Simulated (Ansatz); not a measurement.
Base system: PbS in the rock salt structure (space group Fm-3m, No. 225; a = 6.009 Å).

Levels (all Ansatz, a quantum-chemistry and plane-wave program, PAW): PBE (420 eV, no spin-orbit coupling); HSE06 (420 eV, no SOC).

The geometry is relaxed with PBE.

- PBE lowest conduction level above the VBM at special points = L 0.49 eV; W 2.24 eV; U 3.36 eV; Γ 5.13 eV

**Question.** How does going to HSE06 change the lowest conduction level above the VBM at special points?

**Answer.** The lowest conduction level above the VBM at special points becomes L 0.94 eV; W 2.82 eV; U 3.99 eV; Γ 5.96 eV (PBE: L 0.49 eV; W 2.24 eV; U 3.36 eV; Γ 5.13 eV).

Single points use the geometry relaxed with PBE. HSE06 was sampled on its mesh, a few special points and the semilocal edge points, so its gap is an upper bound. The levels and masses belong to the bands next to the band gap. Stability against distortions was not tested.
